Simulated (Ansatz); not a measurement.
For A15 Mo3Si, PBE-D4 in Ansatz (plane waves, PAW) gives:

| Property | Result |
|---|---|
| lattice constant a | 4.867 Å |
| enthalpy of formation | -0.378 eV/atom |

Q: What does r²SCAN (PAW; Ansatz, a quantum-chemistry and plane-wave program) give for the same quantities?

A: 
- lattice constant a: 4.884 Å (goes up by 0.3 %)
- formation enthalpy: -0.330 eV/atom (moves by +0.048 eV/atom)

For comparison: lattice constant a 4.889 Å (measured, temperature not stated, copied from a table, unchecked, no zero-point or thermal correction; as tabulated in Dopovidi Akademii Nauk Ukrains'koi RSR, Seriya A: Fiziko-Tekhnichni ta Matematichni Nauki 1970, 553 (1970)); formation enthalpy -0.324 eV/atom (measured, 298 K, copied from a table, unchecked, no zero-point or thermal correction; as tabulated in the CRC Handbook).

Changes are worked out from the printed values.

Unless a cell is named, each level is at its own relaxed cell (PBE-D4 14.41, r²SCAN 14.57 Å³/atom).

Ansatz's density-functional and Hartree–Fock values are scalar-relativistic unless marked +SOC, with PAW data made under PBE.
